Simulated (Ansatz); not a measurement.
An Ansatz (an electronic-structure program) run: NiSi with a change (biaxial strain −1.05 %, plane normal [001], relaxed out of plane); Kohn–Sham DFT with the PBEsol functional, run in Ansatz with PAW and 420 eV plane waves, spin-orbit coupling left out.

Input:

Ansatz 0.2 input:
```yaml
crystal:
  lattice:
    - [3.3248336756, 0, 0]
    - [0, 5.0509614514, 0]
    - [0, 0, 5.5328309753]
  atoms:
    - { symbol: Ni, position: [0.25, 0.4905733552, 0.6869020115] }
    - { symbol: Ni, position: [0.25, 0.9905733552, 0.8130979885] }
    - { symbol: Ni, position: [0.75, 0.5094266448, 0.3130979885] }
    - { symbol: Ni, position: [0.75, 0.0094266448, 0.1869020115] }
    - { symbol: Si, position: [0.25, 0.3212467898, 0.0872103178] }
    - { symbol: Si, position: [0.25, 0.8212467898, 0.4127896822] }
    - { symbol: Si, position: [0.75, 0.6787532102, 0.9127896822] }
    - { symbol: Si, position: [0.75, 0.1787532102, 0.5872103178] }
basis: { ecutwfc: 420, ecutrho_ratio: 4, xc_grid: 2, fft_grid_basis: typed }
kpoints: { mp_grid: { grid: [14, 9, 9] } }
hamiltonian:
  xc: pbesol
  dispersion: none
  pseudopotentials: { kind: paw }
scf: { occupations: { method: fermi_dirac, width: 0.05 } }
relax: { f_tol: 0.005, max_steps: 50, cell: { stress_tol: 0.01, fix: [a, b, gamma] } }
output: { forces: true, stress: true }
checkpoint: { write: state.ck, write_every: 1000 }
```

Output (explanatory and most iteration lines left out):

```
Relaxation: its limit of steps is 50 (relax.max_steps)
Pseudopotential: Ni, paw, valence charge 18
Pseudopotential: Si, paw, valence charge 4
Crystal: 8 atoms, lattice volume = 92.916 Å³
Basis set: ecut = 420 eV, 1825 PW (Γ), exchange–correlation on 48×72×80 points (8 copies of the dense FFT grid, shifted against one another)
Bands: 53, of which v1, the nominal top of the filled ones, is band 44 counted from 1 (43 counted from 0)
Symmetry: 8 space group operations
Space group: Pnma (ITA 62), of the structure as read, at distance tolerance 4.5e-5 Å
k-points: 200 of 1134
Functional: x = pbesol(κ = 0.804, μ = 0.12345679012345678), c = pbesol(β = 0.046)
SCF iter   1: F=—  HF=-25710.591455 eV  |F-HF|=—  |Δ(HF+E_count)|=         —  Δρ=1.62e-2  dr2=1.28e-1  ethr=1.77e-3  ⟨swp⟩=6.6  Hψ=40853  notcnv=0  defer=46
SCF iter   2: F=—  HF=-25710.571459 eV  |F-HF|=—  |Δ(HF+E_count)|=   2.00e-2  Δρ=3.75e-3  dr2=6.41e-3  ethr=1.45e-4  ⟨swp⟩=2.8  Hψ=21257  notcnv=0  defer=384
SCF 1 converged in 7 iterations: F = -25710.570294 eV  dr2 = 1.62e-8
relax step   1: F+E_penalty+E_count = -25710.57029372 eV  Δ(F+E_penalty+E_count) = +0.000e0 eV  max|allowed force component| = 7.803e-2 eV/Å  Δτ_max = 0.0000 Å  P = +3.315 GPa  Ω = 92.916 Å³  fix = [a, b, gamma]  reactions: a +4.166, b +4.438 GPa  (7 SCF iters, dr2 threshold 1.00e-7 eV, accepted)
[... steps on the carried basis left out ...]
relax step   4: F+E_penalty+E_count = -25710.57489273 eV  Δ(F+E_penalty+E_count) = -9.737e-6 eV  max|allowed force component| = 4.789e-4 eV/Å  Δτ_max = 0.0005 Å  P = +2.084 GPa  Ω = 93.567 Å³  energy of the carried Pulay correction = -2.313e-4 eV  fix = [a, b, gamma]  reactions: a +2.545, b +3.714 GPa  (6 SCF iters, dr2 threshold 1.23e-9 eV, accepted)
Crystal: 8 atoms, lattice volume = 93.567 Å³
SCF iter   1: F=—  HF=-25710.575098 eV  |F-HF|=—  |Δ(HF+E_count)|=         —  Δρ=2.95e-4  dr2=1.70e-6  ethr=4.13e-7  ⟨swp⟩=3.0  Hψ=67921  notcnv=0
SCF iter   2: F=—  HF=-25710.575125 eV  |F-HF|=—  |Δ(HF+E_count)|=   2.70e-5  Δρ=1.50e-4  dr2=4.41e-7  ethr=1.93e-9  ⟨swp⟩=2.0  Hψ=15402  notcnv=0
SCF 5 converged in 10 iterations: F = -25710.575131 eV  dr2 = 2.16e-17
SCF converged after 10 iterations
Free energy (F): -25710.575131 eV
Internal energy: -25710.555540 eV  (E = F + TS)
E sigma→0 (E₀):  -25710.565336 eV
Entropy (-TS):   -0.019591 eV (-2.449 meV/atom)
Fermi energy:    15.285264 eV
--- Forces (eV/Å), atoms counted from 1 ---
  atom   1  Ni     0.00000000    -0.00004588    -0.00005764
  atom   2  Ni    -0.00000000    -0.00004588     0.00005764
  atom   3  Ni    -0.00000000     0.00004588     0.00005764
  atom   4  Ni     0.00000000     0.00004588    -0.00005764
  atom   5  Si     0.00000000     0.00021921    -0.00050537
  atom   6  Si     0.00000000     0.00021921     0.00050537
  atom   7  Si     0.00000000    -0.00021921     0.00050537
  atom   8  Si     0.00000000    -0.00021921    -0.00050537
--- Stress (GPa, compression-positive) ---
        2.545472       0.000000      -0.000000
        0.000000       3.714088       0.000000
       -0.000000       0.000000      -0.000084
  P = ⅓ Tr σ = 2.0865 GPa (20.865 kbar)
--- Relaxed structure (4 steps of the walk, 4 accepted, 1 SCFs on fresh bases) ---
  cell:  # Å, volume = 93.5666 Å³
    - [3.3248336756, -1.6473153153499945e-127, 3.5344346681869396e-34]
    - [-2.5025390644938454e-127, 5.0509614514, 3.7585655411161727e-34]
    - [5.881626427159518e-34, 4.117138499011663e-34, 5.571561347766547]
  atoms:
    - { symbol: Ni, position: [0.25, 0.49068945111524664, 0.6877947393786187] }
    - { symbol: Ni, position: [0.25, 0.9906894511152466, 0.8122052606213813] }
    - { symbol: Ni, position: [0.75, 0.5093105488847532, 0.3122052606213813] }
    - { symbol: Ni, position: [0.75, 0.009310548884753364, 0.18779473937861862] }
    - { symbol: Si, position: [0.25, 0.32114471661844424, 0.08483305611638062] }
    - { symbol: Si, position: [0.25, 0.8211447166184442, 0.4151669438836194] }
    - { symbol: Si, position: [0.75, 0.6788552833815558, 0.9151669438836193] }
    - { symbol: Si, position: [0.75, 0.17885528338155574, 0.5848330561163806] }
```

Without a gap, meshes like the base's 9×14×9 leave anisotropic stresses uncertain by several tenths of a GPa, and small strain energies with them. No phonon test of stability was made. The final runs are not spin-polarised. The cell was made from NiSi (space group Pnma, No. 62; non-magnetic) by this change: biaxial strain −1.05 %, plane normal [001], relaxed out of plane.
